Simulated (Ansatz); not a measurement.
The starting structures come from a database of crystals and need not be the phases stable at ambient conditions.

 Where the default PAW files enter, the runs use the earlier of Ansatz's two default sets.

Tunnelling through a barrier is set by its complex band structure: the current falls as exp(−2κd) with the smallest κ.

Input:

```
CELL_PARAMETERS angstrom
      4.72855     0.00000     0.00000
      0.00000     7.84882     0.00000
      2.36428     0.00000     4.09504
ATOMIC_POSITIONS crystal
  Sr 0.00000 0.00000 0.00000
  Mg 0.66667 0.62826 0.66667
  Mg 0.33333 0.37174 0.33333
  Sb 0.33333 0.74216 0.33333
  Sb 0.66667 0.25784 0.66667
```

Space group of this cell: P-3m1. The cell is taken as given; by PBEsol its mean pressure is -0.9 GPa.

Transport runs along the normal of the first two printed cell vectors, the (100) plane of the conventional cell.

The gap is the functional's own, uncorrected, and κ follows it; spin-orbit coupling is left out. Mid-gap values are interpolated between the computed energies.

Question: Compute, with Ansatz (an electronic-structure program) with PBEsol, the band gap and the smallest decay constant κ at mid-gap.

Answer: Gap 0.93 eV on a 8×4×8 mesh; κ = 0.092 1/Å, at the zone centre.
